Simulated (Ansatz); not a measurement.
## Ansatz run on Li₂HfO₃ (Cm, 6 atoms in the cell): self-consistent single point

Method of the run: PBEsol, default PAW files made with PBE (plane waves; Ansatz, a program for electronic structure).

Input as run:

Ansatz 0.2 input:
```yaml
# Li2HfO3
crystal:
  lattice:
    - [4.806183, -2.090086, 0.000000]
    - [4.806183, 2.090086, 0.000000]
    - [-0.068967, 0.000000, 3.197582]
  atoms:
    - { symbol: Li, position: [0.656802, 0.656802, 0.522827] }
    - { symbol: Li, position: [0.343310, 0.343310, 0.492810] }
    - { symbol: Hf, position: [0.000000, 0.000000, 0.000000] }
    - { symbol: O, position: [0.859760, 0.859760, 0.490670] }
    - { symbol: O, position: [0.140240, 0.140240, 0.509330] }
    - { symbol: O, position: [0.500000, 0.500000, 0.000000] }
basis:
  ecutwfc: 420.0 eV
kpoints:
  mp_grid: { grid: [6, 6, 7] }
hamiltonian:
  xc: pbesol
  pseudopotentials: { kind: paw }
scf:
  occupations: { method: fermi_dirac, width: 0.02 eV }
output:
  forces: true
  eigenvalues: true
  stress: true
```

Output, abridged:

```
WARN ansatz: RAYON_NUM_THREADS=1 ignored (pool sized by the plan → 1); use --threads N
Pseudopotentials: kind: paw
Pseudopotential: Li, paw, valence charge 3
Pseudopotential: Hf, paw, valence charge 26
Pseudopotential: O, paw, valence charge 6
Crystal: 6 atoms, lattice volume = 64.242 Å³
Basis set: ecut = 420 eV, 1241 PW (Γ), exchange–correlation on 72×72×48 points (8 copies of the dense FFT grid, shifted against one another)
Bands: 31, of which v1, the nominal top of the filled ones, is band 25 counted from 1 (24 counted from 0)
Symmetry: 2 space group operations
Space group: Cm (ITA 8), of the structure as read, at distance tolerance 4.0e-5 Å
k-points: 76 of 252 (time reversal used)
PAW frozen core: Hf, regenerated for the run's functional, and the local potential with it
PAW frozen core: O, regenerated for the run's functional, and the local potential with it
Initial density: superposition of atomic densities (neutral atoms: chi_scale 0, normalization atom), corrected by the library's trained network
Initial wavefunctions: pseudopotential atomic-orbital guess
Eigensolver: davidson
Functional: x = pbesol(κ = 0.804, μ = 0.12345679012345678), c = pbesol(β = 0.046)
SCF iter   1: F=—  HF=-17695.857306 eV  |F-HF|=—  |Δ(HF+E_count)|=         —  Δρ=1.62e-2  dr2=1.51e-1  ethr=1.77e-3  ⟨swp⟩=6.2  Hψ=8684  notcnv=0
all-band conjugate gradients solve this SCF's bands
preconditioner: auto → Resta (q_TF=auto, 2.617 Å⁻¹)
SCF iter   2: F=—  HF=-17695.819895 eV  |F-HF|=—  |Δ(HF+E_count)|=   3.74e-2  Δρ=3.44e-3  dr2=3.48e-3  ethr=3.01e-4  ⟨swp⟩=2.0  Hψ=4117  notcnv=0  defer=128
SCF iter   3: F=—  HF=-17695.818864 eV  |F-HF|=—  |Δ(HF+E_count)|=   1.03e-3  Δρ=1.20e-3  dr2=6.76e-4  ethr=6.96e-6  ⟨swp⟩=2.0  Hψ=3978  notcnv=0  defer=128
SCF iter   4: F=—  HF=-17695.818819 eV  |F-HF|=—  |Δ(HF+E_count)|=   4.51e-5  Δρ=4.48e-4  dr2=9.55e-5  ethr=1.35e-6  ⟨swp⟩=2.0  Hψ=4005  notcnv=0  defer=128
SCF iter   5: F=—  HF=-17695.818778 eV  |F-HF|=—  |Δ(HF+E_count)|=   4.05e-5  Δρ=1.29e-4  dr2=1.11e-5  ethr=1.91e-7  ⟨swp⟩=3.1  Hψ=4695  notcnv=0  defer=128
SCF iter   6: F=—  HF=-17695.818847 eV  |F-HF|=—  |Δ(HF+E_count)|=   6.86e-5  Δρ=3.83e-5  dr2=9.56e-7  ethr=2.22e-8  ⟨swp⟩=2.0  Hψ=4010  notcnv=0  defer=128
SCF iter   7: F=—  HF=-17695.818847 eV  |F-HF|=—  |Δ(HF+E_count)|=   2.74e-7  Δρ=3.00e-5  dr2=4.99e-7  ethr=2.00e-10  ⟨swp⟩=9.3  Hψ=10729  notcnv=0
SCF iter   8: F=-17695.818847 eV  HF=-17695.818847 eV  |F-HF|=4.96e-9  |Δ(HF+E_count)|=   4.14e-8  Δρ=5.58e-6  dr2=1.94e-8  ethr=2.00e-10  ⟨swp⟩=3.1  Hψ=9454  notcnv=0
SCF 1 converged in 8 iterations: F = -17695.818847 eV  dr2 = 1.94e-8
SCF converged after 8 iterations
Free energy (F): -17695.818847 eV
Harris-Foulkes:  -17695.818847 eV  (|F-HF|=4.96e-9)
Internal energy: -17695.818847 eV  (E = F + TS)
E sigma→0 (E₀):  -17695.818847 eV
Fermi energy:    10.135801 eV
--- Per-component energies (eV) ---
  E_band       = -321.366049
  E_kinetic    = 992.068428
  E_local      = -8385.442020  (includes V_loc(G=0)·N_el)
  E_nonlocal   = -1158.213021
  E_hartree    = 3758.592131
  E_xc         = -539.192851
  E_vxc        = -576.248513  (∫ρ·V_xc dr)
  E_paw        = -7303.885987  (= ΣΔE_a)
  E_vpaw       = 1289.282358  (= ΣTr[D̂ρ^β])
  E_aug_tail   = 0.007470  (compensation charges beyond the density's cutoff)
  E_ewald      = -5061.109952
  E_core_change = 1.356955  (= ΣΔE_core)
  E_smearing   = -0.000000  (= −TS)
  E_closure    = -0.000000  (closes the sum)
  Σ components = -17695.818847   (vs F -17695.818847, Δ=0.00e0)
--- Forces (eV/Å), atoms counted from 1 ---
  atom   1  Li     0.02941662    -0.00000000    -0.09094037
  atom   2  Li    -0.02390297     0.00000000    -0.00518766
  atom   3  Hf     0.00035060    -0.00000000     0.03827808
  atom   4  O     -0.05493855    -0.00000000     0.01720425
  atom   5  O      0.05126846     0.00000000     0.04915991
  atom   6  O     -0.00219511    -0.00000000    -0.00851100
  max |Σ_I F_I| component: 3.20e-6 eV/Å
--- Stress (GPa, compression-positive) ---
       -2.171974       0.000000       0.051874
        0.000000      -2.275569       0.000000
        0.051875       0.000000      -2.013658
  P = ⅓ Tr σ = -2.1537 GPa (-21.537 kbar)
  The stress holds the Pulay correction. Without it, at fixed plane waves, as pw.x and ABINIT print it: P = -2.8053 GPa
--- Band table (eV; the first three rows and the last of 76) ---
  k-point 0: bands = ["-51.7097", "-34.1104", "-34.0800", "-20.6471", "-20.5373", "-20.2564", "-8.7141", "-8.0771", "-7.1418", "-1.5859", "-1.5609", "-1.5570", "-1.5493", "-1.5205", "-1.4984", "-1.4707", "3.8720", "5.2817", "5.3915", "5.9405", [...]
  k-point 1: bands = ["-51.7055", "-34.1095", "-34.0792", "-20.6168", "-20.5286", "-20.3870", "-8.5531", "-7.9875", "-7.2866", "-1.5840", "-1.5602", "-1.5492", "-1.5444", "-1.5254", "-1.5099", "-1.4838", "4.1900", "5.4019", "5.5380", "5.9187", [...]
  k-point 2: bands = ["-51.6961", "-34.1074", "-34.0774", "-20.6663", "-20.5476", "-20.5088", "-8.2988", "-7.6827", "-7.6042", "-1.5805", "-1.5604", "-1.5362", "-1.5346", "-1.5323", "-1.5224", "-1.5072", "4.8884", "5.2513", "5.7560", "5.8437", [...]
  k-point 75: bands = ["-51.6886", "-34.1010", "-34.0807", "-20.8778", "-20.4931", "-20.4925", "-8.1715", "-8.0570", "-7.1300", "-1.5785", "-1.5631", "-1.5483", "-1.5433", "-1.5217", "-1.5203", "-1.4906", "5.0501", "5.1208", "5.2158", "5.6310", [...]
```

The run converged in 8 iterations.

The starting cell comes from a database of computed structures (which also holds hypothetical and non-ambient phases and stackings), without a prior relaxation at this level. Its lattice was rescaled by up to half a per cent. One atom was moved a little off its site on purpose. Spin-orbit coupling is off. Ansatz's pressure includes its estimate of the finite-basis (Pulay) stress. Without the estimate this run gives -2.81 GPa.
